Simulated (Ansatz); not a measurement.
The starting structures come from a database of crystals and need not be the phases stable at ambient conditions.

 Where the default PAW files enter, the runs use the earlier of Ansatz's two default sets.

By LDA and PBEsol, the system below comes out a metal.

Data:

```
YSi2
1.0
    4.07549     0.00000     0.00000
   -2.03774     3.52948     0.00000
    0.00000     0.00000     3.99013
Y Si
1 2
Direct
  0.00000   0.00000   0.00000
  0.33333   0.66667   0.50000
  0.66667   0.33333   0.50000
```

Space group of this cell: P6/mmm. The cell is taken as given; by PBEsol its mean pressure is -2.3 GPa.

The current runs along the normal of the first two printed vectors, the (001) plane. All runs by Ansatz (a quantum-chemistry and plane-wave program), plane waves and PAW, without spin-orbit coupling; the base is PBEsol.

```csv
run,mean pressure (GPa),"G/A, both spins (10¹⁵ S/m²)"
base,-2.3,0.70
all lengths scaled by 0.98,3.4,0.75
all lengths scaled by 1.02,-6.5,0.64
lda in place of pbesol,-4.4,(withheld)
"lengths across the current scaled by 0.98, ions clamped",1.6,(withheld)
"lengths across the current scaled by 1.02, ions clamped",-5.4,0.65
"lengths along the current scaled by 0.97, ions clamped",0.1,0.74
"lengths along the current scaled by 1.03, ions clamped",-4.3,(withheld)
```

Some entries are withheld; supply them.


- lda in place of pbesol, G/A, both spins (10¹⁵ S/m²): 0.69
- lengths across the current scaled by 0.98, ions clamped, G/A, both spins (10¹⁵ S/m²): 0.73
- lengths along the current scaled by 1.03, ions clamped, G/A, both spins (10¹⁵ S/m²): 0.66
